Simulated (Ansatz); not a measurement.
Band structure of GaSb (F-43m, 2 atoms in the cell).

```xyz
2
Lattice="0.0000 3.0500 3.0500 3.0500 0.0000 3.0500 3.0500 3.0500 0.0000" Properties=species:S:1:pos:R:3 pbc="T T T"
Ga     0.0000     0.0000     0.0000
Sb     1.5250     1.5250     1.5250
```

Level of theory: PBE (plane waves, PAW; Ansatz, an electronic-structure program).

Settings: kpoints.mp_grid.grid = 8 8 8; hamiltonian.xc = pbe; hamiltonian.pseudopotentials = {kind: paw} (the program's default PAW files); scf.occupations.method = fermi_dirac; scf.occupations.width = 0.01 eV; kpoints.band_path.npoints = 8.

The starting cell has typed, rounded lattice constants, without a prior relaxation at this level. Spin-orbit coupling is off.

Question: Predict the gap along the standard path and the places of the band edges.

Answer: The gap along the path is 0.10 eV, direct at Γ to within 0.01 eV.

Levels in eV from the top of the valence band on the path, bands 11 to 17:
```
point      11     12     13     14    15    16    17
-----  ------  -----  -----  -----  ----  ----  ----
Γ      -11.54   0.00   0.00   0.00  0.10  2.78  2.78
X       -9.05  -6.84  -2.60  -2.60  0.91  1.24  8.78
W       -9.01  -6.70  -3.38  -3.16  3.72  4.34  4.44
K       -9.12  -6.66  -3.65  -2.21  1.41  3.90  6.66
L       -9.89  -6.40  -1.17  -1.17  0.43  3.76  3.76
U       -9.12  -6.66  -3.65  -2.21  1.41  3.90  6.66
```

Keys are those of Ansatz 0.2.
